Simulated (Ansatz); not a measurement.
Band structure of NaPdO3 (Pm-3m, 5 atoms in the cell).

```
NaPdO3
1.0
    4.01470     0.00000     0.00000
    0.00000     4.01470     0.00000
    0.00000     0.00000     4.01470
Na Pd O
1 1 3
Direct
  0.00000   0.00000   0.00000
  0.50000   0.50000   0.50000
  0.50000   0.50000   0.00000
  0.50000   0.00000   0.50000
  0.00000   0.50000   0.50000
```
Moments meant for the start (each program seeds them in its own way; μB, in the order of the atoms Na Pd O O O): 0.0 1.0 0.0 0.0 0.0.

Computed with PBEsol, PAW files made with PBE (plane waves; Ansatz, a first-principles code).

Settings: basis.ecutwfc = 420 eV; kpoints.mp_grid.grid = 9 9 9; hamiltonian.xc = pbesol; hamiltonian.pseudopotentials = {kind: paw} (the program's default PAW files); magnetization.spin_polarized = true; scf.occupations.method = gaussian; scf.occupations.width = 0.136 eV; kpoints.band_path.npoints = 8.

The starting cell comes from a database of computed structures (which also holds hypothetical and non-ambient phases and stackings), without a prior relaxation at this level. Its lattice was rescaled by a random factor within 2.5 % of one. The magnetic order is the one reached from the typed start; others were not searched systematically.

Levels in eV from the Fermi level, bands 21 to 27 of the first spin channel:
| point | 21 | 22 | 23 | 24 | 25 | 26 | 27 |
|---|---|---|---|---|---|---|---|
| Γ | -1.61 | -1.61 | -1.47 | -1.47 | -1.47 | 4.60 | 10.25 |
| X | -1.52 | -1.52 | -0.40 | -0.40 | 1.38 | 7.49 | 8.00 |
| M | -0.52 | -0.39 | -0.39 | -0.33 | 3.83 | 8.77 | 9.54 |
| R | -0.45 | -0.45 | -0.45 | 3.83 | 3.83 | 7.69 | 10.84 |

Bands cross the Fermi level along this path, so the cell is metallic at this level.

The net moment of the cell came out as 1.91 μB.

Keys are those of Ansatz 0.2.
